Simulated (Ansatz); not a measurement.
**A computed series for ZnS: pressure series**

The reference is ZnS in the zinc blende structure (space group F-43m, No. 216; a = 5.389 Å).

Cell and atoms are relaxed at each pressure.

Method: r2SCAN in Ansatz (plane waves to 500 eV, PAW, no SOC).

Computed cases, in order: pressure −2 GPa; pressure −1 GPa; 0 GPa (base); pressure 0.9 GPa; pressure 2.1 GPa; pressure 4.5 GPa; pressure 9 GPa; pressure 15 GPa; pressure 22.5 GPa; pressure 30 GPa.

### Question
Between which two neighbouring cases does the gap turn between direct and indirect?

### Answer
Between pressure 9 GPa (3.14 eV, direct at Γ) and pressure 15 GPa (3.35 eV, indirect, Γ → X). The whole series: pressure −2 GPa: 2.58 eV, direct at Γ; pressure −1 GPa: 2.64 eV, direct at Γ; 0 GPa (base): 2.70 eV, direct at Γ; pressure 0.9 GPa: 2.76 eV, direct at Γ; pressure 2.1 GPa: 2.82 eV, direct at Γ; pressure 4.5 GPa: 2.94 eV, direct at Γ; pressure 9 GPa: 3.14 eV, direct at Γ; pressure 15 GPa: 3.35 eV, indirect, Γ → X; pressure 22.5 GPa: 3.21 eV, indirect, Γ → X; pressure 30 GPa: 3.08 eV, indirect, Γ → X.

Load acts through the strain it causes; cell and atoms are relaxed under it. Stability against distortions was not tested. Measured, ZnS leaves this structure (for rock salt) near 14.7 GPa (temperature not stated; as listed in Datta, Sujoy, Jana, Debnarayan, arXiv (2020)), on rising pressure, with hysteresis.

Ansatz is a first-principles code.
